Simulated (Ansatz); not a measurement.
Si (diamond structure), Σ3 (111) [1-10] symmetric tilt. One B atom replaces one Si atom in a bicrystal of 32 atoms (one solute to 26 Å² of one boundary, a high coverage); atoms relaxed, cell held. Energies count from the site farthest from both boundaries, which lies only 5.1 Å away; negative means that the solute is drawn to the site. The cell is neutral, and spin is allowed where the electrons are odd. k-points: Γ-centred 3×6×1 mesh; occupations: Fermi-Dirac, 0.050 eV; spin-polarised, moments started parallel. No spin-orbit coupling.

Sites tried, by distance from the nearest boundary plane (Å): 1.19, 1.19, 1.19, 1.98.

Question: Does B segregate by PBE run with Ansatz (a program for electronic structure), and with what energy at each site?

Answer: 1.19 Å: 0.03 eV; 1.19 Å: 0.03 eV; 1.19 Å: 0.03 eV; 1.98 Å: 0.01 eV. No site tried binds it by more than 0.05 eV.
